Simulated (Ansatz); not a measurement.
Pressure series in hypothetical zinc blende NaCl

Base system: NaCl in the zinc blende structure (space group F-43m, No. 216; a hypothetical phase, not in the database extracts checked).

```
NaCl
1.0
    0.00000     3.12696     3.12696
    3.12696     0.00000     3.12696
    3.12696     3.12696     0.00000
Cl Na
1 1
Direct
  0.75000   0.75000   0.75000
  0.00000   0.00000   0.00000
```

Cell and atoms are relaxed at each pressure.

Level of theory: plane-wave PAW DFT at the PBE level (Ansatz, a quantum-chemistry and plane-wave program, 420 eV), no spin-orbit coupling.

```csv
P (GPa),V (Å³/atom)
-1.99,36.478
-1.00,32.786
0.90,29.141
2.10,27.665
4.51,25.558
9.00,23.037
15.00,20.922
22.51,19.167
30.01,17.914
```

Problem. Fit a third-order Birch–Murnaghan equation of state.

Solution. Least squares on P(V) = (3B₀/2)[(V₀/V)^(7/3) − (V₀/V)^(5/3)]·[1 + (3/4)(B₀′ − 4)((V₀/V)^(2/3) − 1)] gives V₀ = 30.60 Å³/atom, B₀ = 17 GPa and B₀′ = 4.4.

Between the base and pressure 0.9 GPa the gap moves from 4.85 eV to 4.97 eV, a mean slope of 130 meV/GPa.

Load acts through the strain it causes; cell and atoms are relaxed under it. Stability against distortions was not tested. No other phases were tried under pressure.
